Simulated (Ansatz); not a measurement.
The parent structure is ScAlCO (space group P6_3mc, No. 186; a cell from a computed database, its experimental status unchecked).

ScAlCO is modelled in the hexagonal space group P6₃mc (No. 186), Pearson symbol hP8. Cell: a = 3.234 Å, b = 3.234 Å, c = 10.145 Å, α = 90.00°, β = 90.00°, γ = 120.00°. Sc on 2b sees 3 O at 2.154 Å and 3 C at 2.327 Å and 3 Al at 2.882 Å and 6 Sc at 3.234 Å. Al on 2a sees 1 O at 1.803 Å and 3 C at 2.034 Å and 3 Sc at 2.882 Å. C on 2b is coordinated by 3 Al at 2.034 Å and 3 Sc at 2.327 Å (octahedral). O on 2a is coordinated by 1 Al at 1.803 Å and 3 Sc at 2.154 Å (tetrahedral). (Neighbours: up to the widest gap in distance over summed covalent radii, below 1.35, at either atom; cation-cation and far metal-metal contacts left out.)

Levels (all Ansatz, a program for electronic structure, PAW): PBEsol (420 eV, no SOC); r2SCAN (500 eV, spin-orbit coupling left out); HSE06 (420 eV, no spin-orbit coupling).

At the geometry relaxed with PBEsol, these levels gave the following band gaps, in shuffled order: (a) 1.56 eV, (b) 2.22 eV, (c) 1.19 eV.

Task: Match each gap to its level.

Result: (a) r2SCAN; (b) HSE06; (c) PBEsol.

Single points use the geometry relaxed with PBEsol. HSE06 gaps are upper bounds (no full band path). Stability against distortions was not tested. The final runs are not spin-polarised.
